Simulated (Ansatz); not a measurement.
As (I4/mmm, No. 139; start mp-1238842; another form than the element's usual one): bulk modulus B0 by level of theory

No measured value is used here.

```csv
level (code),value (GPa),cell (Å³/atom)
LDA (Ansatz),80.0,20.95
PBEsol (Ansatz),76.8,21.35
r²SCAN (Ansatz),___,21.90
```

### Question
What belongs in the gaps?

### Answer

- r²SCAN (Ansatz, an electronic-structure program), value (GPa): 73.8

LDA, PBEsol, r²SCAN: the bulk modulus is −V dP/dV from two relaxed cells at ±2 % in volume. LDA, PBEsol, r²SCAN: the relaxation could not lower the start's symmetry, so the cell can be a saddle point above a distorted one. Each level is taken at its own relaxed cell. Cutoffs differ between the levels. Ansatz's density-functional and Hartree–Fock values are scalar-relativistic unless marked +SOC, with PAW data made under PBE.

A start named mp-… is a Materials Project structure, which can be a computed phase never made.
